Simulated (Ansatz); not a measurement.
The parent structure is MoS$_{2}$ in the 2H-MoS2 type structure (space group P6_3/mmc, No. 194; a = 3.109 Å, c = 11.709 Å; layered, stacked along the Cartesian z axis).

Method: DFT with PBEsol-D3(BJ), PAW potentials and a 420 eV plane-wave cutoff in Ansatz (an electronic-structure program), no spin-orbit coupling.

For the base:

```
Item                                         Result
-------------------  ------------------------------
Gap character        indirect, Γ → K–Γ (44 % along)
Smallest direct gap                         1.79 eV
Lattice parameter a                         3.109 Å
```

It is then changed as follows: Te takes the place of S on all its sites; the structure is relaxed again.

Tabulated Pauling electronegativity and covalent radius: S 2.58, 1.05 Å; Te 2.10, 1.38 Å.

Task: How does this affect the gap character, smallest direct gap and lattice parameter a?

Result: The gap character becomes indirect, K–Γ (81 % along) → K–Γ (44 % along) (base: indirect, Γ → K–Γ (44 % along)); the smallest direct gap decreases by 1.007 eV (1.79 eV → 0.79 eV); the lattice parameter a goes up by 0.325 Å to 3.434 Å.

With Te present, leaving out spin-orbit coupling can change the band edges. Stability against distortions was not tested.
